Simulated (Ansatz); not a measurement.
Amorphous Si₄₂O₄₂C₂₁

A CHGNet melt-quench gave the starting glass, which DFT then relaxed. O atoms were pushed apart under 1.9 Å during the dynamics, to hinder bonds among them. The hot cell started wider than the set density and was brought back towards it in steps. It is the lowest in DFT energy of 8 quenches. It is a model cell: composition and starting density were chosen by hand, and all elements were melted together. No dispersion term was used.

Methods: PBE, scalar-relativistic without spin-orbit coupling (Ansatz, a first-principles code); r2SCAN, scalar-relativistic without spin-orbit coupling (Ansatz); HSE06, scalar-relativistic without spin-orbit coupling (Ansatz). Geometry, pressure, stress and energy are those of the PBE run. Its sampling: a 2×2×2 Γ-centred mesh; Fermi-Dirac width 0.01 eV; collinear spin, started from moments on atoms (at the end a net moment of 0.0 μB, with unpaired spins of both signs, a broken-symmetry state; no other order was tried). Other functionals are single points at the zone centre (r2SCAN at 500 eV; exact exchange cut at the cell's faces), free to take moments where seeds were set. In the spin-polarised cell the level spacing at the Fermi energy can part levels of unlike spin. At PBE the levels at the filled edge of the gap are localised (band-tail or defect states).

Number of atoms in the cell: 105
Density (volume relaxed, without dispersion): 2.27 g/cm^3
Volume per atom: 14.68 Å^3
Pressure on a 2×2×2 Γ-centred mesh: 0.00 GPa
Largest force and stress component on that mesh (the relaxation ran on the zone centre alone): 0.08 eV/Å and 0.0 GPa
Energy relative to alpha cristobalite + 6H silicon carbide (lowest mix at this level among the phases computed, not always the ambient ones): 0.599 eV/atom
Level spacing at the Fermi energy on a 2×2×2 Γ-centred mesh (PBE): 0.40 eV
Level spacing at the Fermi energy at the zone centre (PBE): 0.45 eV
Level spacing at the Fermi energy at the zone centre (r2SCAN): 0.66 eV
Level spacing at the Fermi energy at the zone centre (HSE06): 1.10 eV
Net moment: 0.00 μB (unpaired spins of both signs, a broken-symmetry state)

Neighbours within Si-Si 2.60 Å, Si-O 2.20 Å, Si-C 2.19 Å, O-O 1.58 Å, O-C 1.70 Å, C-C 1.78 Å count as bonded. Two cations that share two anions don't count as bonded, nor two that share one unless they lie closer than Si-Si 2.38 Å, Si-C 2.00 Å, C-C 1.63 Å.

The mean coordination of Si is 3.83 (1 with 2, 8 with 3, 30 with 4, 3 with 5), the mean coordination of O comes out as 2.05 (2 with 1, 36 with 2, 4 with 3) and the mean coordination of C is 3.38 (13 with 3, 8 with 4). The mean Si-O bond comes out as 1.679 Å (spread 0.085 Å, 81 counted) and the mean Si-C bond is 1.904 Å (spread 0.071 Å, 46 counted).

Its density started from a set value of 2.17 g/cm³. The quench (nominally 810 K/ps over its main leg) was far faster than any real one, so the model tends to hold more defects than a real film. Values belong to this one cell and scatter from quench to quench. Volume and shape were free in the relaxation.
